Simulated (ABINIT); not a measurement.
Band structure of TiCo (Pm-3m, 2 atoms in the cell).

```xyz
2
Lattice="2.9631 0.0000 0.0000 0.0000 2.9631 0.0000 0.0000 0.0000 2.9631" Properties=species:S:1:pos:R:3 pbc="T T T"
Ti     0.0000     0.0000     0.0000
Co     1.4815     1.4815     1.4815
```

Level of theory: PBE, norm-conserving pseudopotentials (PseudoDojo nc-sr-05 PBE standard) (plane waves; ABINIT).

Settings: pseudos = [Ti.upf, Co.upf]; ecut = 48 Ha; occopt = 3; tsmear = 0.136 eV; ngkpt = 9 9 9; nshiftk = 1; shiftk = 0 0 0; potentials = PseudoDojo nc-sr-05 PBE standard; kptopt = 1; nstep = 100; tolvrs1 = 1e-11; ndtset = 2; getden2 = 1.

The starting cell has typed, rounded lattice constants, without a prior relaxation at this level. Its lattice was rescaled by a random factor within 2.5 % of one. Spin polarisation is off.

Levels in eV from the Fermi level, bands 11 to 18:
| point | 11 | 12 | 13 | 14 | 15 | 16 | 17 | 18 |
|---|---|---|---|---|---|---|---|---|
| Γ | -3.86 | -1.46 | -1.46 | -1.46 | 0.83 | 0.83 | 2.86 | 2.86 |
| X | -2.42 | -1.54 | -1.54 | -1.02 | -0.78 | 0.14 | 0.70 | 0.70 |
| M | -2.44 | -2.44 | -0.60 | -0.13 | 0.67 | 0.67 | 1.30 | 2.70 |
| R | -2.45 | -2.14 | -2.14 | -2.14 | -0.56 | -0.56 | 3.29 | 3.29 |

Bands cross the Fermi level along this path, so the cell is metallic at this level.
